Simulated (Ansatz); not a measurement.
Reference: RhAgO2 (R-3m), PBEsol, rigid bands (plane waves, PAW, scalar-relativistic; Ansatz, an electronic-structure program); geometry: cell and atoms relaxed with PBEsol.

```
CELL_PARAMETERS angstrom
      1.52675     0.88147     6.19194
     -1.52675     0.88147     6.19194
      0.00000    -1.76293     6.19194
ATOMIC_POSITIONS crystal
  Ag 0.00000 0.00000 0.00000
  Rh 0.50000 0.50000 0.50000
  O  0.88723 0.88723 0.88723
  O  0.11277 0.11277 0.11277
```

* **band gap**: 0.41 eV
* **electron conductivity mass**: 0.44 mₑ
* **Seebeck coefficient, n-type 1e19 cm⁻³**: -349 μV/K

Q: Swap Ag for Cu, keeping the structure type. How do these values move?

A: RhCuO$_{2}$ (R-3m): volume per atom 12.5 to 11.5 Å³; band gap rises (0.41 eV to 0.66 eV); electron conductivity mass rises (0.44 mₑ to 0.56 mₑ); Seebeck coefficient, n-type 1e19 cm⁻³ rises in size (-349 μV/K to -380 μV/K).

Q: Swap Rh for Lu, keeping the structure type. How do these values move?

A: LuAgO$_{2}$ (R-3m): volume per atom 12.5 to 15.3 Å³; band gap rises (0.41 eV to 2.15 eV); electron conductivity mass rises (0.44 mₑ to 0.53 mₑ); Seebeck coefficient, n-type 1e19 cm⁻³ falls in size (-349 μV/K to -227 μV/K).

Moves up to 5 % count as about the same. Masses are for dilute carriers at 300 K, harmonic means over directions unless an axis is named. Seebeck coefficients are for the stated density at 300 K, with one relaxation time for all states and whether or not that doping can be reached. Spin-orbit coupling is left out.

Formula and space group known from diffraction (Crystallography Open Database), not checked to be the room-temperature form: RhCuO2 (R-3m). Computed structure with no diffraction record at hand here (it may be known, metastable or hypothetical): LuAgO2 (R-3m), RhAgO2 (R-3m). The missing spin-orbit coupling matters most for LuAgO2 (R-3m).
